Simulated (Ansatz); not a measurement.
## Response to strain in SrTiO3

Take SrTiO$_{3}$ (space group I4/mcm, No. 140; a = 5.4873 Å, c = 7.8087 Å) as the base. Axes: x, y, z lie along a, b, c of the conventional cell.

Strains are applied to the cell and any free atomic positions relax; under stress the whole cell relaxes.

The values are results of PBEsol (Ansatz, a first-principles code, PAW, scalar-relativistic without spin-orbit coupling), not measurements.

Candidates:
(a) tensor shear ε_xy = −0.91 %
(b) uniaxial stress, 0.5 GPa tension along x
(c) isotropic strain +0.33 %

Notes on the quantities. energy relative to the base: free energy F.

Question: Order them by energy relative to the base, lowest first.

Answer: (b) uniaxial stress, 0.5 GPa tension along x (0.0 meV/atom), (c) isotropic strain +0.33 % (+0.7 meV/atom), (a) tensor shear ε_xy = −0.91 % (+1.5 meV/atom)

Beyond what the load breaks, stability against distortions was not tested. The final runs are not spin-polarised. This is not the structure that SrTiO3 has at room temperature and ambient pressure.
